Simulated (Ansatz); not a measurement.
Take Si in the diamond structure (space group Fd-3m, No. 227; a = 5.4699 Å) as the base.

(Cell as relaxed with PBE.)

Levels (all Ansatz, a first-principles code, PAW, earlier PAW set): PBE (420 eV, spin-orbit coupling left out); r2SCAN (500 eV, spin-orbit coupling left out).

Each level relaxes its own structure.

```csv
base,PBE,r2SCAN
volume per atom,20.46 Å³,20.17 Å³
lattice parameter a,10.337 bohr,10.288 bohr
band gap,0.61 eV,0.78 eV
```

One thing is altered: full substitution Si → Ge, then cell and atoms are relaxed.

```
quantity                              PBE  r2SCAN
-----------------------------  ----------  ------
shortest interatomic distance  4.715 bohr       ?
band gap                             zero       ?
```

Problem. Predict the r2SCAN column.

Solution. 
- shortest interatomic distance, r2SCAN: 4.642 bohr
- band gap, r2SCAN: 0.37 eV

PBE's shortest interatomic distance lies 0.073 bohr above r2SCAN's (1.6 %); they disagree on the band gap. Neither level is exact; r2SCAN is the comparison here, not a measurement.

No phonon test of stability was made. A zero or small gap of Ge can be the functional's error rather than a property of the material.
